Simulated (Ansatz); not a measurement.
A calculation on white tin (β-Sn) returned lattice constant a 5.946 Å, lattice parameter c 3.214 Å, equilibrium volume per atom 28.41 Å³/atom, bulk modulus 47.6 GPa.

For reference: lattice constant a 5.831 Å (measured, 293 K, not corrected to a static lattice; as tabulated in Wikipedia's data pages); lattice parameter c 3.181 Å (measured, 293 K, no zero-point or thermal correction; as tabulated in Wikipedia's data pages); bulk modulus 57.0 GPa (measured, temperature not stated, no zero-point or thermal correction; as tabulated in Chen et al. (2023), arXiv:2209.05059).

Task: Which level of theory produced these numbers?
A) PBE (Ansatz (a first-principles code))
B) revPBE (Ansatz)
C) rVV10 (Ansatz)
D) r²SCAN+rVV10 (Ansatz)

Result: A, PBE (Ansatz)

The others give: r²SCAN+rVV10 5.852 Å, 3.169 Å, 27.13 Å³/atom, 57.4 GPa; rVV10 6.014 Å, 3.254 Å, 29.43 Å³/atom, 43.9 GPa; revPBE 5.987 Å, 3.239 Å, 29.03 Å³/atom, 44.3 GPa.

Unless a cell is named, each level is at its own relaxed cell (PBE 28.41, r²SCAN+rVV10 27.13, revPBE 29.02, rVV10 29.43 Å³/atom).

Ansatz's density-functional and Hartree–Fock values are scalar-relativistic unless marked +SOC, with PAW data made under PBE.
